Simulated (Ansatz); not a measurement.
F on the 1x1 (111) surface of fcc Ni, ferromagnetic, one in a 2x2 cell, started at the site 'hollow Ni-Ni-Ni over Ni at depth 4.0 Å'

The numbers are results of PBE (plane waves to 420 eV, PAW; Ansatz, an electronic-structure program), not measurements.

Slab: 17 atoms, 6.0 Å thick at the start under the adsorbate (thin: gaps and levels are the slab's own); k 7x7x1, smearing 0.1 eV, dipole-corrected; 8 atoms held, the rest relaxed; symmetry of the start imposed; spin-polarised, no spin-orbit, no U, no dispersion correction. At the end it is bonded to 3 Ni. In PBE it is, or lies within 0.03 eV of, the lowest of the starts that converged.

- adsorption energy against ½ F2(g): -2.81 eV
- work function of the top face: 5.70 eV
- change of the work function: 0.62 eV
- change of the step from the bottom to the top vacuum level, against the clean slab: 0.63 eV
- energy released by relaxation: 0.49 eV
- height of the binding atom over the mean of the host atoms within 0.3 Å of the top one: 146.4 pm
- magnetic moment of the cell: 10.93 μB
- nearest host atoms of the binding atom: Ni at 2.05 Å, Ni at 2.05 Å, Ni at 2.05 Å
- largest move of a host atom: 0.07 Å
- cost: roughly 19 core-minutes

A negative adsorption energy means that the adsorbate is more stable on the surface than in its reference.
